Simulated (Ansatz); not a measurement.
For InAs (model structure, started from the BeO type, P4₂/mnm, No. 136, 8 atoms in the cell), PBE-D3(BJ) (Ansatz, a program for electronic structure, PAW) gives:

```
Property                               Value
------------------------------  ------------
equilibrium lattice constant a       7.453 Å
c axis length                        4.338 Å
cohesive energy                 3.11 eV/atom
```

Task: What does r²SCAN+rVV10 in Ansatz (PAW) give for the same quantities?

Result: 
- lattice constant a: 7.415 Å (drops by 0.5 %)
- lattice parameter c: 4.315 Å (decreases by 0.5 %)
- cohesive energy: 3.14 eV/atom (goes up by 0.03 eV/atom)

Changes are worked out from the printed values.

Unless a cell is named, each level is at its own relaxed cell (PBE-D3(BJ) 30.13, r²SCAN+rVV10 29.65 Å³/atom).

Levels without +SOC leave out spin–orbit coupling, which shifts energies and cells of such heavy elements.

Ansatz's density-functional and Hartree–Fock values are scalar-relativistic unless marked +SOC, with PAW data made under PBE.

A model structure was made by putting elements into a prototype or built by hand; it is no filed structure, need not be a known phase, and can be a saddle point held by its symmetry.
